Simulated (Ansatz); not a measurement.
## CdSe: pressure series

Consider CdSe in the wurtzite structure (space group P6_3mc, No. 186; a = 4.3827 Å, c = 7.1545 Å).

Cell and atoms are relaxed at each pressure.

All numbers come from DFT with PBE, PAW potentials and a 420 eV plane-wave cutoff in Ansatz (an electronic-structure program), no spin-orbit coupling.

```json
[
 {"change": "base", "band gap": "0.54 eV", "density": "5.34 g/cm³", "shortest interatomic distance": "2.682 Å"},
 {"change": "pressure −2 GPa", "band gap": "0.43 eV", "density": "5.07 g/cm³", "shortest interatomic distance": "2.728 Å"},
 {"change": "pressure −1 GPa", "band gap": "0.49 eV", "density": "5.21 g/cm³", "shortest interatomic distance": "2.704 Å"},
 {"change": "pressure 0.3 GPa", "band gap": "0.56 eV", "density": "5.38 g/cm³", "shortest interatomic distance": "2.676 Å"},
 {"change": "pressure 0.7 GPa", "band gap": "0.58 eV", "density": "5.42 g/cm³", "shortest interatomic distance": "2.669 Å"},
 {"change": "pressure 1.5 GPa", "band gap": "0.61 eV", "density": "5.51 g/cm³", "shortest interatomic distance": "2.655 Å"},
 {"change": "pressure 3 GPa", "band gap": "0.67 eV", "density": "5.66 g/cm³", "shortest interatomic distance": "2.630 Å"},
 {"change": "pressure 5 GPa", "band gap": "0.74 eV", "density": "5.85 g/cm³", "shortest interatomic distance": "2.603 Å"},
 {"change": "pressure 7.5 GPa", "band gap": "0.81 eV", "density": "6.05 g/cm³", "shortest interatomic distance": "2.573 Å"},
 {"change": "pressure 10 GPa", "band gap": "0.87 eV", "density": "6.24 g/cm³", "shortest interatomic distance": "2.547 Å"}
]
```

Load acts through the strain it causes; cell and atoms are relaxed under it. Whether these cells are dynamically stable was not tested. Measured, CdSe leaves this structure (for rock salt) near 2.72 GPa (temperature not stated; as listed in Datta, Sujoy, Jana, Debnarayan, arXiv (2020)), on rising pressure, with hysteresis.
